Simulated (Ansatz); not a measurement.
For Si (Cmcm, No. 63, 12 atoms in the cell; start mp-1095269; another form than the element's usual one), LDA (PAW; Ansatz, a first-principles code) gives:

| Item | Value |
|---|---|
| cohesive energy | 5.20 eV/atom |
| band gap | 0.38 eV |

What does r²SCAN in Ansatz (PAW) give for the same quantities?


- cohesive energy: 4.56 eV/atom (falls by 0.64 eV/atom)
- band gap: 0.70 eV (increases by 0.32 eV)

Changes are worked out from the printed values.

Unless a cell is named, each level is at its own relaxed cell (LDA 21.18, r²SCAN 21.70 Å³/atom).

Density-functional gaps are differences of (generalised) Kohn–Sham levels.

Caveats: the relaxation could not lower the start's symmetry, so the cell can be a saddle point above a distorted one (LDA, r²SCAN). Ansatz's density-functional and Hartree–Fock values are scalar-relativistic unless marked +SOC, with PAW data made under PBE.

A start named mp-… is a Materials Project structure, which need not be a measured phase.
